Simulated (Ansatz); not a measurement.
Data:

```xyz
1
Lattice="0.0346 2.0238 2.0238 2.0238 0.0346 2.0238 2.0584 2.0584 0.0000" Properties=species:S:1:pos:R:3 pbc="T T T"
Au     0.0000     0.0000     0.0000
```

No spin polarisation.

Method: Ansatz (a quantum-chemistry and plane-wave program), LDA, PAW, cutoff 420 eV, no SOC. k-mesh 28×28×28 (Γ-centred); smearing 0.1 eV (Fermi–Dirac).

Predict the stress and band gap.


- Stress (xx, yy, zz, yz, xz, xy; compression positive) = (0.3, 0.3, 0.0, 0.0, 0.0, -1.3) GPa
- Band gap = zero

The cells carry an imposed strain or load. No phonon test of stability was made. The cell was made from Au in the fcc (Cu type) structure (space group Fm-3m, No. 225) by this change: tensor shear ε_xy = +1.71 %.
